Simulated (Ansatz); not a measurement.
System: fluorite HfO2 (high-temperature phase). Method: r²SCAN+SOC (PAW; Ansatz, an electronic-structure program).

Run with plane-wave cutoff 560 eV, 12×12×12 k mesh, Fermi–Dirac smearing 0.01 eV, PAW data made under PBE.

Properties against volume:

```csv
V (Å³/atom),P (GPa),direct gap at Γ (eV),smallest gap on the k mesh (eV)
10.128,19.11,5.204,4.472
10.343,12.07,5.147,4.417
10.559,5.73,5.090,4.363
10.774,0.02,5.032,4.309
10.990,-5.14,4.973,4.255
11.205,-9.79,4.914,4.202
11.421,-13.98,4.855,4.149
```

The fundamental gap (4.31 eV at the equilibrium volume, with added k points) lies elsewhere than Γ–Γ.

Note: symmetry holds this phase in the static calculation, where it need not be a minimum; held by symmetry at 0 K, a high-temperature phase can be a saddle point.
